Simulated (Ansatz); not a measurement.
Consider the following.

```xyz
3
Lattice="4.5155 0.0000 0.0000 2.2577 3.9105 0.0000 0.0000 0.0000 5.9839" Properties=species:S:1:pos:R:3 pbc="T T T"
Te     2.8418     2.8988     1.9946
Te     0.5841     1.0117     3.9893
Te     3.3473     0.0000     0.0000
```

No spin polarisation.

Computed with Ansatz (a quantum-chemistry and plane-wave program), r2SCAN, PAW, cutoff 500 eV, no spin-orbit coupling. k-mesh 8×8×6 (Γ-centred); smearing 0.05 eV (Fermi–Dirac).

**Question.** What band gap does the calculation give?

**Answer.** 0.36 eV.

**Question.** What is the computed mean in-plane stress (compression positive)?

**Answer.** +0.4 GPa.

**Question.** Predict the width of the top valence band.

**Answer.** 2.50 eV.

**Question.** What is the computed smallest direct gap?

**Answer.** 0.38 eV.

With Te present, leaving out spin-orbit coupling can change the band edges. The cells carry an imposed strain or load. No phonon test of stability was made. The cell was made from Te (space group P3_121, No. 152; made of chains) by this change: biaxial strain −2.35 %, plane normal [001], relaxed out of plane. No dispersion term is included, though the crystal is made of layers, chains or molecules, so its spacings can come out too wide.
